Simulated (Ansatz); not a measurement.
Base system: SiC in the wurtzite structure (space group P6_3mc, No. 186; a = 3.076 Å, c = 5.048 Å).

Structures relaxed with PBEsol, PAW, 420 eV (Ansatz, an electronic-structure program; spin-orbit coupling left out).

Base:

Simulated powder pattern, Cu Kα, λ = 1.54184 Å (kinematic, ideal powder, no thermal factors, no anomalous dispersion; the 10 strongest lines at most, above 2 %, up to 2θ = 90°):

| 2θ (°) | I/Imax (%) | hkl |
|---|---|---|
| 33.64 | 74 | (100) |
| 35.57 | 51 | (002) |
| 38.20 | 100 | (101) |
| 49.77 | 27 | (102) |
| 60.17 | 46 | (110) |
| 65.63 | 47 | (103) |
| 70.73 | 6.9 | (200) |
| 71.89 | 35 | (112) |
| 73.54 | 16 | (201) |
| 81.76 | 6.2 | (202) |

The change: cell and atoms relaxed at a pressure of 7.5 GPa.

Question: Where do the lines fall after the change?

Answer: 
Simulated powder pattern, Cu Kα, λ = 1.54184 Å (kinematic, ideal powder, no thermal factors, no anomalous dispersion; the 10 strongest lines at most, above 2 %, up to 2θ = 90°):

| 2θ (°) | I/Imax (%) | hkl |
|---|---|---|
| 34.01 | 74 | (100) |
| 35.97 | 51 | (002) |
| 38.62 | 100 | (101) |
| 50.34 | 27 | (102) |
| 60.87 | 45 | (110) |
| 66.42 | 46 | (103) |
| 71.59 | 6.9 | (200) |
| 72.77 | 35 | (112) |
| 74.45 | 16 | (201) |
| 82.81 | 6.2 | (202) |

The indices refer to the base's conventional cell; one index is shown for lines that coincide.

Load acts through the strain it causes; cell and atoms are relaxed under it. Whether these cells are dynamically stable was not tested. Competing high-pressure phases were not computed.
